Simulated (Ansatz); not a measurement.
The parent structure is Ti in the hcp (Mg type) structure (space group P6_3/mmc, No. 194; a = 2.936 Å, c = 4.637 Å).

Method: r2SCAN, PAW, 500 eV (Ansatz, a quantum-chemistry and plane-wave program; no spin-orbit coupling), earlier PAW set.

Before the change:

The c/a ratio is 1.579. The lattice parameter a is 2.936 Å.

The change: Si takes the place of Ti on all its sites, then cell and atoms are relaxed.

Problem. Estimate the effect on the c/a ratio and lattice parameter a.

Solution. The c/a ratio rises by 0.1344 (1.579 → 1.714); the lattice parameter a decreases by 0.2928 Å (2.936 Å → 2.644 Å).

No phonon test of stability was made. For Si in this form, whether it has been made was not checked. The final runs are not spin-polarised. This is not the structure that Si has at room temperature and ambient pressure.
